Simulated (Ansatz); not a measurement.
Take Hf in the hcp (Mg type) structure (space group P6_3/mmc, No. 194; a = 3.159 Å, c = 5.000 Å) as the base.

Calculations: DFT with PBEsol, PAW potentials and a 420 eV plane-wave cutoff in Ansatz (a first-principles code), no SOC.

Before the change:

- Volume per atom: 21.61 Å³

It is then changed as follows: cell and atoms relaxed at a pressure of 0.9 GPa.

**Question.** Predict the new volume per atom.

**Answer.** The volume per atom drops by 0.17 Å³ to 21.44 Å³.

Load acts through the strain it causes; cell and atoms are relaxed under it. Whether these cells are dynamically stable was not tested. The final runs are not spin-polarised.
